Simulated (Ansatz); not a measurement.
```
CELL_PARAMETERS angstrom
      3.99133     0.00000     0.00000
      0.00000     3.99133     0.00000
      0.00000     0.00000     4.11107
ATOMIC_POSITIONS crystal
  K  0.00000 0.00000 0.00000
  Mg 0.50000 0.50000 0.50000
  F  0.50000 0.00000 0.50000
  F  0.00000 0.50000 0.50000
  F  0.50000 0.50000 0.00000
```

No spin polarisation.

All numbers come from Ansatz (a quantum-chemistry and plane-wave program), PBEsol, PAW, cutoff 420 eV, scalar-relativistic without spin-orbit coupling. k-mesh 8×8×8 (Γ-centred); smearing 0.05 eV (Fermi–Dirac).

Task: Estimate the stress (xx, yy, zz, yz, xz, xy; compression positive).

Result: (-1.09, -1.09, -3.53, 0.00, 0.00, 0.00) GPa.

Task: Estimate the gap character.

Result: Indirect, A → Γ.

Task: Predict the electron mass.

Result: 0.51 mₑ (at Γ).

The cells carry an imposed strain or load. Effective masses come from finite differences of ±0.01 Å⁻¹. Whether these cells are dynamically stable was not tested. The cell was made from KMgF₃ in the cubic perovskite structure (space group Pm-3m, No. 221) by this change: uniaxial strain ε_zz = +3.00 %.
